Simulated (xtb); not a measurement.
xtb 6.7.1, GFN2-xTB: Si(Br)(OEt)2(NMe2) (CCO[Si](Br)(OCC)N(C)C), 27 atoms. The geometry is a generated start, not checked to be a minimum at this level.

| Item | Result |
|---|---|
| method | GFN2-xTB |
| --acc | 1 (default) |
| --etemp (K) | 300 (default) |
| detailed input (--input) | none: ANC optimiser, Lindh (1995) Hessian, microcycle=20, maxdispl=1.0, hlow=0.01 (default) |
| basis functions | 72 |
| valence electrons | 68 |

```xyz
27

C      3.5962    -1.3643     0.8311
C      2.1640    -1.5676     0.3724
O      1.5763    -0.3137     0.1278
Si     0.1881    -0.0066    -0.6095
Br     0.3393    -0.5666    -2.7474
O     -0.9612    -0.9550     0.0162
C     -2.3115    -1.1410    -0.3376
C     -3.1193    -1.4666     0.9078
N     -0.0120     1.6836    -0.5520
C      0.6972     2.5438     0.3638
C     -1.1188     2.3358    -1.2020
H      3.6216    -0.7523     1.7282
H      4.0585    -2.3243     1.0415
H      4.1645    -0.8628     0.0513
H      2.1383    -2.1705    -0.5426
H      1.5778    -2.0843     1.1395
H     -2.3648    -1.9638    -1.0603
H     -2.7039    -0.2380    -0.8184
H     -2.7221    -2.3575     1.3875
H     -3.0673    -0.6416     1.6126
H     -4.1576    -1.6393     0.6373
H      1.5084     1.9890     0.8210
H      0.0273     2.9175     1.1437
H      1.1091     3.4015    -0.1744
H     -1.5464     1.6903    -1.9648
H     -0.7761     3.2545    -1.6881
H     -1.9056     2.5998    -0.4845
```

The structure is relaxed from this start with --opt LEVEL for the levels crude, sloppy, loose, lax, normal, tight, vtight, extreme, once each. Up to the end of the extreme run atoms move by at most 2.2 Å along an axis.

### Question
Choose the cheapest level whose final energy lies within 5 meV of that of extreme.

### Answer
normal: 88 cycles against 117, ending 0.74 meV above.

```
level    cycles  energy above the extreme run (meV)  gradient norm (eV/Å)
-------  ------  ----------------------------------  --------------------
crude         1                                  74                  0.18
sloppy        1                                  74                  0.18
loose         1                                  74                  0.18
lax           4                                  72                  0.12
normal       88                                0.74                 0.046
tight        96                                0.33                 0.019
vtight      115                          under 0.01                0.0029
extreme     117                                   —                0.0020
```
